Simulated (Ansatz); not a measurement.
Base system: InAs in the zinc blende structure (space group F-43m, No. 216).

```yaml
crystal:
  lattice:
    - [0.00000, 3.09317, 3.09317]
    - [3.09317, 0.00000, 3.09317]
    - [3.09317, 3.09317, 0.00000]
  atoms:
    - { symbol: In, position: [0.00000, 0.00000, 0.00000] }
    - { symbol: As, position: [0.25000, 0.25000, 0.25000] }
```

The values are results of PBE (Ansatz, a first-principles code), scalar-relativistic without spin-orbit coupling, not measurements.

For the base:

The pressure comes out as 0.0 GPa. The band gap is zero.

It is then changed as follows: the cell is scaled by 0.9700 in all directions, atoms relaxed at fixed cell.

What happens to the pressure, energy relative to the base and band gap?

The pressure goes from zero to 5.5 GPa; the energy grows by 41 meV/atom; the band gap stays zero.

A case with no gap was solved on a k-mesh chosen for an insulator, which is coarse for it. The cells carry an imposed strain or load. Whether these cells are dynamically stable was not tested. All final runs are without spin polarisation. A zero or small gap of InAs can be the functional's error rather than a property of the material.
